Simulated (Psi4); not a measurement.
Psi4 1.11, BP86/def2-svp: W(O)2(OMe)(NMe2) (C[O][W](=[O])(=[O])[N](C)C), 17 atoms. The geometry is a generated start, not checked to be a minimum at this level.

| Quantity | Result |
|---|---|
| task | energy |
| method | bp86 |
| basis | def2-svp |
| memory | 3 GB |
| maxiter | 100 |
| keys of the molecule block | symmetry c1 |
| scf_type | df (default) |
| e_convergence | 1e-06 (default) |
| d_convergence | 1e-06 (default) |
| dft_radial_points | 75 (default) |
| dft_spherical_points | 302 (default) |
| effective core potentials | those of the basis set, past Kr |
| basis functions | 175 |
| grid points | 363045 |

```xyz
17

W      0.9847     0.3961     0.5721
O      1.9237     1.7152     0.0814
O      0.7450     0.3496     2.2501
O      1.5127    -1.2387    -0.1071
C      2.2817    -2.3752    -0.3879
H      1.9800    -3.2057     0.2662
H      2.1369    -2.6756    -1.4350
H      3.3475    -2.1560    -0.2239
N     -0.8153     0.7149    -0.1774
C     -1.9316    -0.0003     0.4509
C     -1.2815     2.0081    -0.6830
H     -2.3538     0.5863     1.2833
H     -2.7339    -0.1798    -0.2809
H     -1.5881    -0.9711     0.8329
H     -2.0487     1.8701    -1.4591
H     -1.7234     2.6072     0.1307
H     -0.4358     2.5548    -1.1132
```

Charge 0 and multiplicity 1 are set for this test and not shown to be the ground state.

With the defaults (diis_max_vecs = 10, diis = true, scf_initial_accelerator = adiis, damping_percentage = 0, guess = auto, which took SAD, soscf = false, soscf_start_convergence = 0.01) it converges in 13 SCF iterations. One run each on 2 threads, with these changes:
- diis = false, scf_initial_accelerator = none, damping_percentage = 60
- guess = modhuckel
- guess = gwh
- guess = sadno
- guess = sap
- guess = sapgau
- guess = huckel
- soscf = true, soscf_start_convergence = 0.001
- diis_max_vecs = 3

**Question.** Which runs fail or end elsewhere than the default run?

**Answer.** No convergence: diis_max_vecs = 3; diis = false, scf_initial_accelerator = none, damping_percentage = 60 (the run ends without SCF convergence in 100 iterations). The rest reach the solution of the defaults.

```json
[
 {"setting": "soscf = true, soscf_start_convergence = 0.001", "SCF iterations": "9", "JK calls": "20", "end": "same solution"},
 {"setting": "the defaults", "SCF iterations": "13", "JK calls": "14", "end": "same solution"},
 {"setting": "guess = sadno", "SCF iterations": "16", "JK calls": "16", "end": "same solution"},
 {"setting": "guess = modhuckel", "SCF iterations": "17", "JK calls": "53", "end": "same solution"},
 {"setting": "guess = huckel", "SCF iterations": "17", "JK calls": "53", "end": "same solution"},
 {"setting": "guess = sap", "SCF iterations": "20", "JK calls": "20", "end": "same solution"},
 {"setting": "guess = gwh", "SCF iterations": "20", "JK calls": "20", "end": "same solution"},
 {"setting": "guess = sapgau", "SCF iterations": "20", "JK calls": "20", "end": "same solution"},
 {"setting": "diis_max_vecs = 3", "SCF iterations": "100", "JK calls": "101", "end": "no convergence"},
 {"setting": "diis = false, scf_initial_accelerator = none, damping_percentage = 60", "SCF iterations": "100", "JK calls": "101", "end": "no convergence"}
]
```

An SOSCF iteration holds several JK calls; a Hückel guess adds calls on atoms. 1 further run of the study ended by our limits or in an error and is left out.
